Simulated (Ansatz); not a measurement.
Y: energy against strain

Y (hcp, P6_3/mmc, 32.941 Å³/atom at rest, c along z) under a strain ε along c (axis z), the other axes held. PBE in Ansatz, a plane-wave DFT program (PAW, default set), 420 eV, 18×18×10 Γ-centred mesh, Fermi-Dirac smearing 0.10 eV; ions are relaxed within the symmetry of each cell.

Here s stands for strain and y for E less E0.

| strain (%) | E less E0 (meV/atom) |
|---|---|
| -1.50 | 0.97 |
| -1.00 | 0.22 |
| -0.50 | -0.09 |
| 0.00 | 0.00 |
| 0.50 | 0.50 |
| 1.00 | 1.39 |
| 1.50 | 2.66 |
| 3.00 | ? |

Question: Fit y against s with a parabola, and predict the withheld value at s = 3.00.

Answer: Least squares gives y = 0.001 + 0.5714·s + 0.8057·s². Residuals (row less fit): 0.013, -0.015, -0.007, -0.001, 0.012, 0.012, -0.011; standard error 0.015 (degrees of freedom: 4). Twice the quadratic coefficient over the volume, 2 × 0.8057 meV × 10⁴ × 0.1602 / 32.941 Å³, is the elastic constant C33 = 78 ± 0.6 GPa. At the withheld row, y = 0.001 + 0.5714 × 3.0 + 0.8057 × 3.0² = 8.966 meV/atom. The calculation gives 8.66 meV/atom, 0.306 meV/atom below the prediction (3.5 % of the range of y in the table). The row lies outside the fitted rows, so this is an extrapolation. From the scatter of the fitted rows alone, a prediction at this place has a standard error of 0.056 meV/atom, so the miss is 5.5 times that.

One order more, fitted to all 13 runs of the series, follows each within 0.01, so the miss is the next term of a smooth law. In a metal these values are sensitive to mesh and smearing; energies are taken to zero smearing, stresses follow the free energy. Rows are the converged runs of the series near zero and its far end; series whose fitted rows scatter by over a few per cent of the range, as at a crossing or softening among them, aren't shown in this form. Most that stay on the fit to the last digits aren't either.
